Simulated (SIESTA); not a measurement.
Band structure of NbIr (P4/mmm, 2 atoms in the cell).

```xyz
2
Lattice="2.8782 0.0000 0.0000 0.0000 2.8782 0.0000 0.0000 0.0000 3.8742" Properties=species:S:1:pos:R:3 pbc="T T T"
Nb     1.4391     1.4391     1.9371
Ir     0.0000     0.0000     0.0000
```

Method of the run: LDA PW92, numerical atomic orbitals DZP, PseudoDojo LDA standard norm-conserving potentials (rewritten from UPF to PSML) (SIESTA 5.4.2).

Settings: XC.functional = LDA; XC.authors = PW92; potentials = PseudoDojo LDA standard; PAO.BasisSize = DZP; PAO.EnergyShift = 0.005 Ry; MeshCutoff = 350 Ry; kgrid.MonkhorstPack = 9 9 7; OccupationFunction = FD; ElectronicTemperature = 0.1 eV; MaxSCFIterations = 150; SCF.Mixer.Method = Pulay; SCF.Mixer.Weight = 0.2; SCF.Mixer.History = 8; SCF.DM.Tolerance = 1.0E-05.

The starting cell comes from a database of computed structures (which also holds hypothetical and non-ambient phases and stackings), without a prior relaxation at this level. Spin-orbit coupling is off. Spin polarisation is off. Values carry the incompleteness of an atom-centred basis.

Levels in eV from the Fermi level, bands 12 to 17:
```tsv
point	12	13	14	15	16	17
Γ	-2.27	-2.27	-0.92	-0.35	1.45	4.04
X	-3.20	-1.74	-1.74	-1.47	-1.06	1.13
M	-5.20	1.21	1.92	2.93	2.93	4.08
Z	-2.38	-1.88	-1.36	-1.36	-0.11	1.02
R	-2.54	-2.38	-0.42	0.61	1.32	1.46
A	-3.39	-2.09	-2.09	-1.22	1.22	2.50
```

Bands cross the Fermi level along this path, so the cell is metallic at this level.

Higher empty bands are left out: an atom-centred basis made for the valence describes them poorly.
